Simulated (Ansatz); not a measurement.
## A computed series for Na: response to strain

The parent structure is Na in the bcc (W type) structure (space group Im-3m, No. 229; a = 4.226 Å; relaxed with 0.1 eV smearing). Axes: x, y, z lie along the cube axes.

Strains are applied to the cell and any free atomic positions relax; under biaxial strain the out-of-plane vector relaxes too.

Level of theory: r2SCAN (Ansatz, an electronic-structure program; PAW; 500 eV plane waves; spin-orbit coupling left out), earlier PAW set.

Candidates:
(a) uniaxial strain ε_yy = +3.46 %
(b) isotropic strain −3.15 %
(c) isotropic strain +2.39 %
(d) biaxial strain −2.38 %, plane normal [001], relaxed out of plane

Notes on the quantities. energy relative to the base: free energy F.

Problem. Order them by energy relative to the base, lowest first.

Solution. (d) biaxial strain −2.38 %, plane normal [001], relaxed out of plane (+0.4 meV/atom), (a) uniaxial strain ε_yy = +3.46 % (+1.1 meV/atom), (c) isotropic strain +2.39 % (+4.3 meV/atom), (b) isotropic strain −3.15 % (+8.7 meV/atom)

Whether these cells are dynamically stable was not tested.
